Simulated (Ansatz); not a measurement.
**SrO in the rock salt structure (space group Fm-3m, No. 225)**

```xyz
2
Lattice="0.0000 2.5611 2.5611 2.5611 0.0000 2.5611 2.5611 2.5611 0.0000" Properties=species:S:1:pos:R:3 pbc="T T T"
O      0.0000     0.0000     0.0000
Sr     2.5611     2.5611     2.5611
```

All numbers come from Ansatz (a quantum-chemistry and plane-wave program) PBEsol, scalar-relativistic without spin-orbit coupling. k-mesh 11×11×11 (Γ-centred); smearing 0.05 eV (Fermi–Dirac).

| Property | Result |
|---|---|
| Volume per atom | 16.80 Å³ |
| Density | 5.12 g/cm³ |
| Band gap | 3.20 eV, indirect, Γ → X |
| Electron mass | 1.2 mₑ along k, 0.39 mₑ across |
| Lowest conduction-band minima above the VBM | X along ⟨100⟩ 3.20 eV; Γ 3.93 eV |
| Total energy | -2028.058 eV/atom (σ→0; compares only within this code and set-up) |

Effective masses come from finite differences of ±0.01 Å⁻¹. Along k means along the line from Γ to the band edge. Gaps are Kohn–Sham eigenvalue differences; semilocal functionals usually give less than the measured gap. Stability against distortions was not tested.
